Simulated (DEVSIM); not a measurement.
Device: Co/SiON/n-InP capacitor, at 300 K.

```tsv
layer (left to right)	material	thickness (nm)	Nd (cm⁻³)
1	SiON	5.80	-
2	InP	14000	2e15
```

Metal gate on the left, work function 5 eV. Fixed charge at the semiconductor interface 0 cm⁻² (in units of +e); no interface traps.

Constants are typed, rounded textbook-type inputs, not results; the design itself was drawn at random and stands for no fabricated device. Values at 300 K.

```csv
parameter,SiON,InP
gap (eV),7,1.344
affinity (eV),1.4,4.38
permittivity,5.5,12.5
Nc (cm⁻³),-,5.7e17
Nv (cm⁻³),-,1.1e19
```

DEVSIM, 1D Poisson equation in equilibrium, Boltzmann statistics, complete ionisation; no quantum confinement or tunnelling. Metal contacts follow the ideal Schottky-Mott rule: no Fermi-level pinning, no interface dipoles.

The interface trap density was swept, all else fixed.

```tsv
interface trap density (cm^-2 eV^-1)	threshold voltage (band bending 2φF) (V)	flat-band voltage (V)	minimum of the low-frequency capacitance (μF/cm²)
0	-0.53	0.47	0.0146
1e10	-0.53	0.47	___
1e11	-0.55	0.48	0.0298
3e11	-0.57	0.49	0.0587
1e12	-0.67	0.52	0.145
2e12	-0.81	0.57	0.240
```

Q: What belongs in the gaps?

A: 
- 1e10, minimum of the low-frequency capacitance (μF/cm²): 0.0161
